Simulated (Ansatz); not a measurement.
A periodic model of amorphous In24O39Ga2:

```
Ga2In24O39
1.0
    9.70259     0.00000     0.00000
    0.00000     9.70259     0.00000
    0.00000     0.00000     9.70259
In O Ga
24 39 2
Direct
  0.17146   0.46596   0.97746
  0.84959   0.86015   0.73739
  0.09524   0.57637   0.29754
  0.90097   0.27458   0.87109
  0.27803   0.11238   0.88261
  0.38615   0.38918   0.24794
  0.62553   0.34780   0.48117
  0.23627   0.83130   0.70294
  0.96489   0.54702   0.65325
  0.73479   0.66574   0.29903
  0.47378   0.04003   0.19264
  0.08140   0.17408   0.16366
  0.48298   0.42433   0.85421
  0.30715   0.47975   0.57211
  0.97237   0.25088   0.49280
  0.62668   0.09962   0.79170
  0.78052   0.58527   0.92799
  0.39322   0.76108   0.38116
  0.20917   0.84525   0.10764
  0.98539   0.90323   0.36658
  0.66328   0.95633   0.47459
  0.72258   0.34909   0.16840
  0.81191   0.98447   0.06730
  0.52893   0.82076   0.95067
  0.27385   0.47487   0.78126
  0.53702   0.47833   0.63005
  0.83555   0.06315   0.83815
  0.69341   0.37207   0.93073
  0.80476   0.30552   0.37233
  0.04174   0.75532   0.70752
  0.13118   0.64791   0.09044
  0.59267   0.48931   0.30702
  0.59256   0.14543   0.57438
  0.60620   0.74046   0.46272
  0.11145   0.23586   0.93423
  0.93007   0.68181   0.39564
  0.44010   0.81772   0.16150
  0.25950   0.04635   0.66123
  0.75053   0.90175   0.27025
  0.31164   0.55961   0.36393
  0.86866   0.20198   0.09058
  0.77458   0.80264   0.95017
  0.86795   0.32922   0.65952
  0.77879   0.64811   0.69742
  0.27713   0.07330   0.10636
  0.55429   0.63490   0.85765
  0.14926   0.37837   0.20059
  0.61032   0.88655   0.71217
  0.44800   0.21279   0.80615
  0.97291   0.48904   0.87160
  0.86793   0.96862   0.54374
  0.81699   0.54869   0.13858
  0.37175   0.29417   0.46507
  0.30931   0.88238   0.90091
  0.01599   0.95339   0.13835
  0.38027   0.43260   0.04137
  0.59253   0.02227   0.00502
  0.44357   0.98377   0.40924
  0.07467   0.11129   0.37657
  0.18383   0.81083   0.33282
  0.08923   0.45118   0.50695
  0.54569   0.23208   0.23735
  0.37476   0.70883   0.60301
  0.58014   0.67553   0.65522
  0.39064   0.12126   0.54188
```

Methods: PBE, scalar-relativistic without spin-orbit coupling (Ansatz, an electronic-structure program); r2SCAN, scalar-relativistic without spin-orbit coupling (Ansatz); HSE06, scalar-relativistic without spin-orbit coupling (Ansatz). Neutral PBE cell, which sets geometry, pressure and energy: sampling: a 2×2×2 Γ-centred mesh; Fermi-Dirac width 0.02 eV; no spin polarisation. Exact exchange is cut at the faces of this 10 Å cell, which leaves hybrid gaps a finite-size error.

It comes from a melt-quench run on a machine-learned potential (CHGNet), relaxed afterwards by DFT. O atoms were pushed apart under 1.9 Å during the dynamics, to hinder bonds among them. The hot cell started wider than the set density and was brought back towards it in steps. It is the lowest in DFT energy of 2 quenches. It is a model cell: composition and starting density were chosen by hand, and all elements were melted together. No dispersion term was used. Its density started from a set value of 6.42 and ended at 6.40 g/cm³. The quench (nominally 220 K/ps over its main leg) was far faster than any real one, so the model tends to hold more defects than a real film. A cell of this size samples the disorder only roughly. The volume was free in the relaxation, at fixed shape. Cycles of charging lowered its energy after that relaxation.

Problem. Give the pressure, the energy against reference phases and the spacing of the highest filled and lowest empty levels.

Solution. 
* **Pressure on a 2×2×2 Γ-centred mesh**: 1.41 GPa
* **Largest force and stress component on that mesh (the relaxation ran on the zone centre alone)**: 0.05 eV/Å and 1.6 GPa
* **Energy relative to bixbyite In2O3 + beta Ga2O3 (lowest mix at this level among the phases computed, not always the ambient ones)**: 0.124 eV/atom
* **Level gap on a 2×2×2 Γ-centred mesh (PBE)**: 0.67 eV
* **Level gap at the zone centre (PBE)**: 0.70 eV
* **Level gap at the zone centre (r2SCAN)**: 1.16 eV
* **Level gap at the zone centre (HSE06)**: 2.14 eV
* **Distance between the nearest levels spread over more than a fifth of the atoms or a third of the atoms of their main element (six at least) (PBE, zone centre)**: 0.88 eV

Problem. At PBE and the zone centre, how localised are the states just below and above the Fermi level (participation number: the atoms over which a state spreads)?

Solution. The highest filled state is spread over 7.6 atoms' worth, largest on O32, with weights by element (charge in smoothed Voronoi cells) O 0.95, In 0.05, Ga 0.00. The lowest empty state is spread over 61.8 atoms' worth, largest on In8, with weights by element (charge in smoothed Voronoi cells) O 0.55, In 0.42, Ga 0.03.

At PBE the levels at the filled edge of the gap are localised (band-tail or defect states).

Bonds are counted up to In-In 3.12 Å, In-O 2.62 Å, In-Ga 2.90 Å, O-O 1.58 Å, O-Ga 2.26 Å, Ga-Ga 2.68 Å. Two cations that share two anions don't count as bonded, nor two that share one unless they lie closer than In-In 3.04 Å, In-Ga 2.82 Å, Ga-Ga 2.61 Å.

Added carriers, by Ansatz with PBE, scalar-relativistic without spin-orbit coupling on the zone centre alone. Charged cells keep the cell fixed and stand in a uniform background, with no image correction, at a width of 0.01 eV; where the count is odd the moment is locked at 1 μB, unless the neutral cell bore moments. Each starts from the undistorted neutral geometry alone. PBE's self-interaction favours spread-out carriers, so it can miss traps that a hybrid finds.

Problem. What happens at PBE when the cell takes an extra electron and the atoms relax?

Solution. Relaxation lowers the charged cell by 0.01 eV. The largest moves are O38 0.02 Å, O59 0.02 Å, In15 0.01 Å, In5 0.01 Å. The level that holds the added charge spreads over 61.7 atoms' worth, most on In8 (weight 0.03): a carrier spread over the cell. No bond crosses its cut-off with a change of over 0.15 Å (metal-metal contacts aside). Made neutral again at that geometry, the cell lies +0.00 eV from the neutral start.

Problem. What happens at PBE when the cell takes a hole and the atoms relax?

Solution. Relaxation lowers the charged cell by 0.12 eV. The largest moves are O52 0.21 Å, O29 0.14 Å, In6 0.14 Å, O32 0.11 Å. The level that was emptied spreads over 3.9 atoms' worth, most on O32 (weight 0.47): a localised (trapped) carrier, which neighbours of that atom can share. No bond crosses its cut-off with a change of over 0.15 Å (metal-metal contacts aside). Made neutral again at that geometry, the cell lies +0.43 eV from the neutral start (a closed shell was imposed there, with levels 0.09 eV apart, so this is an upper bound).
